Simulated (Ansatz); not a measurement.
A hypothetical phase is included: elements placed on a structure type, which no database files for this compound.

The decay constant κ of evanescent states in the gap governs leakage through a thin film.

Here is the system:

```
CELL_PARAMETERS angstrom
      7.52881     0.00000     0.00000
     -3.76441     6.52014     0.00000
      3.76441     2.17338     3.07363
ATOMIC_POSITIONS crystal
  Si 0.75000 0.00000 0.75000
  Si 0.25000 0.75000 0.75000
  Si 0.75000 0.25000 0.25000
  Si 0.25000 0.00000 0.25000
  Si 0.50000 0.50000 0.25000
  Si 0.50000 0.50000 0.75000
  C  0.25000 0.50000 0.75000
  C  0.75000 0.75000 0.75000
  C  0.25000 0.25000 0.25000
  C  0.75000 0.50000 0.25000
  C  0.50000 0.00000 0.25000
  C  0.50000 0.00000 0.75000
```

The cell was relaxed by PBE-D3(BJ).

Transport runs along the normal of the first two printed cell vectors, the (111) plane of the conventional cell.

The gap is the functional's own, uncorrected, and κ follows it; spin-orbit coupling is left out. Mid-gap means the computed energy nearest the middle.

Q: Estimate the band gap and the smallest decay constant κ at mid-gap that r2SCAN (Ansatz, a quantum-chemistry and plane-wave program) returns for this system.

A: Gap 2.11 eV on a 10×10×10 mesh; κ = 0.308 1/Å, at (0.333, 0.000) of the in-plane reciprocal vectors. At the zone centre the slowest state has κ = 0.31 1/Å.
